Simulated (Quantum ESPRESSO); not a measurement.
Quantum ESPRESSO run on Al2Cu (I4/mcm, 6 atoms in the cell): self-consistent single point.

Method: PBEsol, PSlibrary ultrasoft (PBE) pseudopotentials (plane waves; Quantum ESPRESSO 7.5).

```
CELL_PARAMETERS angstrom
      2.98241    -2.98241     2.37957
      2.98241     2.98241     2.37957
     -2.98241    -2.98241     2.37957
ATOMIC_POSITIONS crystal
  Al 0.50000 0.65861 0.84139
  Al 0.50000 0.34139 0.15861
  Al 0.18278 0.15861 0.65861
  Al 0.81722 0.84139 0.34139
  Cu 0.00000 0.25000 0.25000
  Cu 0.00000 0.75000 0.75000
```

Reference input (self-consistent single point, DFT, PBEsol, plane waves, PSlibrary ultrasoft (PBE) pseudopotentials): ecutwfc = 50 Ry; ecutrho = 300 Ry; occupations = smearing; smearing = mp; degauss = 0.019992 Ry; input_dft = pbesol; potentials = {Al: Al.pbe-n-rrkjus_psl.1.0.0.UPF, Cu: Cu.pbe-dn-rrkjus_psl.1.0.0.UPF}; K_POINTS = automatic 9 9 9 1 1 1; conv_thr = 1e-10 Ry; mixing_beta = 0.4. This run's input differs from it in these lines:

```diff
@@ -36,3 +36,3 @@
 K_POINTS {automatic}
-9 9 9  1 1 1
+11 11 11  0 0 0
```

Output, abridged:

```
     Self-consistent Calculation

     iteration #  1     ecut=    50.00 Ry     beta= 0.40

     total energy              =    -264.50021798 Ry
     estimated scf accuracy    <       0.63821196 Ry

     iteration #  2     ecut=    50.00 Ry     beta= 0.40

     total energy              =    -264.70223426 Ry
     estimated scf accuracy    <       0.83276434 Ry

     iteration #  3     ecut=    50.00 Ry     beta= 0.40

     total energy              =    -264.76220964 Ry
     estimated scf accuracy    <       0.03993681 Ry

   [... 8 blocks of this kind left out ...]

     iteration # 12     ecut=    50.00 Ry     beta= 0.40

     total energy              =    -264.78730305 Ry
     estimated scf accuracy    <       0.00000003 Ry

     iteration # 13     ecut=    50.00 Ry     beta= 0.40
     End of self-consistent calculation

     Number of k-points >= 100: set verbosity='high' to print the bands.

     the Fermi energy is     9.8772 ev

!    total energy              =    -264.78730306 Ry
     estimated scf accuracy    <          1.9E-11 Ry
     smearing contrib. (-TS)   =      -0.00013218 Ry
     internal energy E=F+TS    =    -264.78717087 Ry

     convergence has been achieved in  13 iterations

     Forces acting on atoms (cartesian axes, Ry/au):

     atom    1 type  1   force =     0.00006794    0.00006794    0.00000000
     atom    2 type  1   force =    -0.00006794   -0.00006794    0.00000000
     atom    3 type  1   force =    -0.00006794    0.00006794   -0.00000000
     atom    4 type  1   force =     0.00006794   -0.00006794   -0.00000000
   [... lines left out ...]

     Total force =     0.000192     Total SCF correction =     0.000002

          total   stress  (Ry/bohr**3)                   (kbar)     P=       25.36
   0.00014841  -0.00000000  -0.00000000           21.83       -0.00       -0.00
  -0.00000000   0.00014841   0.00000000           -0.00       21.83        0.00
  -0.00000000   0.00000000   0.00022041           -0.00        0.00       32.42

   JOB DONE.
```

The run converged in 13 iterations. Against the reference run the free energy goes down by 1.4 meV/atom, the pressure moves little (2.60 to 2.54 GPa) and the largest force moves little (0.005 to 0.002 eV/Å).

The starting cell comes from a database of computed structures (which also holds hypothetical and non-ambient phases and stackings), without a prior relaxation at this level. Its lattice was rescaled by a random factor within 2.5 % of one. Spin polarisation is off.

Cost on one core of a shared machine: roughly 5 min.
